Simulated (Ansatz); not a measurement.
# Pressure series in MoS2

Start from MoS₂ (space group P6_3/mmc, No. 194; a = 3.1493 Å, c = 12.0895 Å; layered, stacked along the Cartesian z axis).

Cell and atoms are relaxed at each pressure.

Computed with Kohn–Sham DFT with the PBE-D3(BJ) functional, run in Ansatz (a program for electronic structure) with PAW and 420 eV plane waves, no SOC.

| pressure (GPa) | volume per atom (Å³/atom) |
|---|---|
| -2 | 18.442 |
| -1 | 17.729 |
| 0 | 17.307 |
| 0.3 | 17.202 |
| 0.7 | ? |
| 1.5 | 16.845 |
| 5 | 16.100 |
| 7.5 | 15.702 |
| 10 | 15.364 |

### Question
Fit the third-order Birch–Murnaghan form P(V) = (3B₀/2)[(V₀/V)^(7/3) − (V₀/V)^(5/3)]·[1 + (3/4)(B₀′ − 4)((V₀/V)^(2/3) − 1)] (squares taken in P) to the rows shown and predict the withheld row.

### Answer
Least squares on the printed values gives V₀ = 17.320 Å³/atom, B₀ = 46.6 GPa, B₀′ = 10.7; this predicts 17.080 Å³/atom, and the run gives 17.073 Å³/atom, 0.007 lower.

Load acts through the strain it causes; cell and atoms are relaxed under it. Whether these cells are dynamically stable was not tested. Competing high-pressure phases were not computed.
